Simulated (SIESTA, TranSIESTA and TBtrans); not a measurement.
# Ir chain with one Pt atom in place of Ir

Junction: Ir chain with one Pt atom in place of Ir. Leads: straight Ir chain, spacing 2.3 Å. Geometry: 3 atoms about the centre moved by SIESTA (PBE, DZP) to a largest force of 0.02 eV/Å, all others as built, motion along the axis alone.

Method: TranSIESTA and TBtrans, PBE, DZP numerical orbitals (energy shift 0.15 eV), PseudoDojo norm-conserving scalar-relativistic potentials, mesh cutoff 200 Ry, 300 K, spin-polarised (collinear), no spin-orbit coupling; self-consistent non-equilibrium Green functions.

* **Conductance at 300 K (G0 = 2e²/h)**: 3.89
* **Mean T from −0.5 to 0.5 eV**: 3.67
* **Spin polarisation of the conductance, (up − down)/(up + down)**: -0.07

Energies count from the leads' Fermi level. Transmissions are for each spin. The energy step is 0.01 eV; narrower resonances are cut or missed.

| E (eV) | T up | T down | lead channels up | down |
|---|---|---|---|---|
| -2.00 | 3.40 | 2.73 | 4 | 3 |
| -1.80 | 3.41 | 3.44 | 4 | 4 |
| -1.60 | 4.09 | 3.42 | 6 | 4 |
| -1.40 | 4.09 | 3.46 | 6 | 4 |
| -1.20 | 5.36 | 3.45 | 6 | 4 |
| -1.00 | 5.44 | 5.29 | 6 | 6 |
| -0.80 | 5.66 | 4.20 | 6 | 6 |
| -0.60 | 5.64 | 3.66 | 6 | 6 |
| -0.40 | 4.14 | 3.62 | band edge | 6 |
| -0.20 | 3.65 | 3.70 | 4 | 6 |
| 0.00 | 3.60 | 4.23 | 4 | 6 |
| 0.20 | 3.50 | 3.53 | 4 | 6 |
| 0.40 | 3.32 | 3.40 | 4 | 4 |
| 0.60 | 3.06 | 3.37 | 4 | 4 |
| 0.80 | 2.62 | 3.24 | 3 | 4 |
| 1.00 | 2.56 | 3.01 | 3 | 4 |
| 1.20 | 2.49 | 2.58 | 3 | 3 |
| 1.40 | 2.37 | 2.52 | 3 | 3 |
| 1.60 | 1.84 | 2.43 | 3 | 3 |
| 1.80 | 1.00 | 2.25 | 1 | 3 |
| 2.00 | 1.00 | 1.45 | 1 | 3 |

The magnetic order of the leads was set by the start, and no other order was tried; the separate lead runs end at 0.77 (left) and 0.77 (right) μB an atom. The straight chain is held at its spacing; free chains may zigzag or dimerise. Spin-orbit coupling, left out here, matters for the heavy atoms.
